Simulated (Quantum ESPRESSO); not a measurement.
# Quick settings and what they miss: Sr2MoO4 (I4/mmm, 7 atoms in the cell)

Self-consistent single point.

```yaml
crystal:
  lattice:
    - [1.91291, -1.91291, 6.37089]
    - [1.91291, 1.91291, 6.37089]
    - [-1.91291, -1.91291, 6.37089]
  atoms:
    - { symbol: Sr, position: [0.00000, 0.35106, 0.35106] }
    - { symbol: Sr, position: [0.00000, 0.64894, 0.64894] }
    - { symbol: Mo, position: [0.00000, 0.00000, 0.00000] }
    - { symbol: O, position: [0.50000, 0.00000, 0.50000] }
    - { symbol: O, position: [0.50000, 0.50000, 0.00000] }
    - { symbol: O, position: [0.00000, 0.83682, 0.83682] }
    - { symbol: O, position: [0.00000, 0.16318, 0.16318] }
```

Method of the run: PBEsol, GBRV 1.5 ultrasoft (PBESOL) pseudopotentials (plane waves; Quantum ESPRESSO).

Base settings: ecutwfc = 40 Ry; ecutrho = 320 Ry; occupations = smearing; smearing = marzari-vanderbilt; degauss = 0.0073499 Ry; potentials = {Sr: sr_pbesol_v1.uspp.F.UPF, Mo: mo_pbesol_v1.uspp.F.UPF, O: o_pbesol_v1.2.uspp.F.UPF}; K_POINTS = automatic 9 9 9 0 0 0; conv_thr = 1e-10 Ry; mixing_beta = 0.4.

Tight run (finer mesh or higher cutoff; not a proven limit): ecutwfc: 40 Ry → 56 Ry; ecutrho: 320 Ry → 448 Ry; conv_thr: 1e-10 Ry → 7.3e-11 Ry; K_POINTS: automatic 9 9 9 0 0 0 → automatic 13 13 13 0 0 0. It gave Fermi level (on the code's own zero) 13.09 eV; pressure 5.61 GPa; largest force (vector length) 0.245 eV/Å.

Quick runs, as changes from the base:
- A: the base itself
- B: ecutwfc: 40 Ry → 24 Ry; ecutrho: 320 Ry → 192 Ry; smearing: marzari-vanderbilt → methfessel-paxton; degauss: 0.0073499 Ry → 0.019992 Ry; conv_thr: 1e-10 Ry → 7.3e-05 Ry; K_POINTS: automatic 9 9 9 0 0 0 → automatic 1 1 1 0 0 0
- C: ecutwfc: 40 Ry → 20 Ry; ecutrho: 320 Ry → 160 Ry; smearing: marzari-vanderbilt → gaussian; degauss: 0.0073499 Ry → 0.036749 Ry; conv_thr: 1e-10 Ry → 7.3e-05 Ry; K_POINTS: automatic 9 9 9 0 0 0 → automatic 2 2 2 0 0 0
- D: ecutwfc: 40 Ry → 32 Ry; ecutrho: 320 Ry → 256 Ry; smearing: marzari-vanderbilt → methfessel-paxton; degauss: 0.0073499 Ry → 0.0099958 Ry; pseudopotentials: {Sr: sr_pbesol_v1.uspp.F.UPF, Mo: mo_pbesol_v1.uspp.F.UPF, O: o_pbesol_v1.2.uspp.F.UPF} → {Sr: sr_lda_v1.uspp.F.UPF, Mo: mo_lda_v1.uspp.F.UPF, O: o_lda_v1.2.uspp.F.UPF}; K_POINTS: automatic 9 9 9 0 0 0 → automatic 6 6 6 0 0 0 [LDA (PZ)]
- E: ecutwfc: 40 Ry → 28 Ry; ecutrho: 320 Ry → 224 Ry; degauss: 0.0073499 Ry → 0.0147 Ry; K_POINTS: automatic 9 9 9 0 0 0 → automatic 8 8 8 0 0 0
- F: ecutwfc: 40 Ry → 24 Ry; ecutrho: 320 Ry → 192 Ry; smearing: marzari-vanderbilt → gaussian; degauss: 0.0073499 Ry → 0.0147 Ry; K_POINTS: automatic 9 9 9 0 0 0 → automatic 6 6 6 1 1 1

Energies are extrapolated to zero smearing width, which holds to low order in the width alone (under cold and Methfessel-Paxton smearing the free energy itself is taken).

Dashes: pressure of B, C, not trusted under this conv_thr with d or f elements; time of B, C, under 30 s; energy of D, another energy zero.

† marks runs with another functional, U, potentials or spin treatment: their distance from the tight run is not a convergence error alone.

The count of work is k-points × plane waves × bands × iterations; it is no time. Core times come from one kind of shared machine and are given to one figure; runs under 30 s give none.

The starting cell comes from a database of computed structures (which also holds hypothetical and non-ambient phases and stackings), without a prior relaxation at this level. Its lattice was rescaled by a random factor within 2.5 % of one. Spin polarisation is off. In the base run, with a pressure of about 6 GPa the cell is away from its equilibrium volume at this level.

```tsv
run	energy less tight (meV/atom)	pressure less tight (GPa)	largest miss in a force vector (eV/Å)	count of work / tight	core time / tight (rough)
A	6.4	0.04	0.038	0.25	0.2
B	2541.5	–	4.342	0.00087	–
C	1677.5	–	0.212	0.0020	–
D†	–	-8.18	0.153	0.067	0.06
E	165.6	-12.02	0.032	0.11	0.10
F	578.3	-32.90	0.037	0.040	0.04
```

Among the runs at the tight run's level, the energy misses run from 6.4 to 2541.5 meV/atom.
